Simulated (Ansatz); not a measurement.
Model glasses of amorphous SiO2, 73 to 77 atoms (Si24O48 before any change). Each row is one cell at a composition chosen by hand, melted whole on the CHGNet potential with the anions pushed apart under 1.9 Å, quenched within some picoseconds, far faster than a real film, and relaxed with PBE, scalar-relativistic without spin-orbit coupling (plane waves to 420 eV, PAW; Ansatz, a first-principles code). Each is the lower in DFT energy of 2 quenches. Cycles of charging and discharging were tried on the cells ahead of these points, and a cell that came back lower was taken. The column on the box says what of it was relaxed with the atoms; held means as the quench left it. Cells that kept moments or hold spare charge are left out, and those that charging annealed. So are cells far out in the fitted variable, so that no row sets the line alone.

From the neutral cell one electron is taken away, or one added, and the atoms relax (PBE, the zone centre alone, moment held at 1 μB, uniform background; no image-charge correction, which leaves W too low where the charge is localised). W = E(+1) + E(−1) − 2 E(0) is the cost of moving an electron from one such cell to another; the spacing parts the highest filled and lowest empty level of the neutral cell, which ran without spin polarisation.

Formal charges balance in every cell (each cation at its usual highest valence, Cu and Ag at +1, Sb at +3, H at +1, O at −2, N at −3, F and Cl at −1). R− and R+ are the energies that the atoms' relaxation gave back after the electron was added or removed.

| cell | change | box | spacing (eV) | R− (eV) | R+ (eV) | spacing − R− − R+ (eV) | W (eV) |
|---|---|---|---|---|---|---|---|
| Si24O50Ti | +2 O, +1 Ti | shape | 3.07 | 0.24 | 0.29 | 2.54 | 3.70 |
| Si24O51Sc2 | +3 O, +2 Sc | shape | 3.57 | 0.51 | 0.46 | 2.60 | 3.65 |
| Si24O51La2 | +2 La, +3 O | shape | 4.26 | 0.03 | 0.25 | 3.98 | 4.36 |
| Si24O49Mg | +1 Mg, +1 O | shape | 4.53 | 0.25 | 0.30 | 3.98 | 4.47 |
| Si24O51Al2 | +2 Al, +3 O | shape | 4.79 | 0.38 | 0.10 | 4.31 | 4.54 |
| Si24O51Y2 | +3 O, +2 Y | volume and shape | 4.51 | 0.06 | 0.10 | 4.35 | 4.56 |
| Si24O47F2 | +2 F, −1 O | shape | 5.13 | 0.02 | 0.04 | 5.07 | withheld |
| Si24O47Cl2 | +2 Cl, −1 O | shape | 5.41 | 0.02 | 0.03 | 5.36 | 5.41 |

Task: Fit a straight line of the last column on the one before it through the 7 full rows, and predict the withheld value for Si24O47F2.

Result: Means: x = 3.874, y = 4.384. Slope = Σ(Δx Δy) / Σ(Δx²) = 3.5306 / 6.0500 = 0.584; intercept = 4.384 − (0.584) × 3.874 = 2.122 eV; r.m.s. residual 0.094 eV. Prediction: 2.122 + (0.584) × 5.07 = 5.08 eV. The run gave 5.21 eV, a miss of 0.13 eV, within twice the residual.

Task: What would a slope of 1 with no intercept mean?

Result: That adding and removing an electron at fixed atoms costs just the level spacing, as it does for levels spread over a large cell, so that W follows by bookkeeping. The fit has 0.584 and 2.122 eV; a departure holds the carrier's repulsion on its site, which raises W, and the uncorrected background, which lowers it.
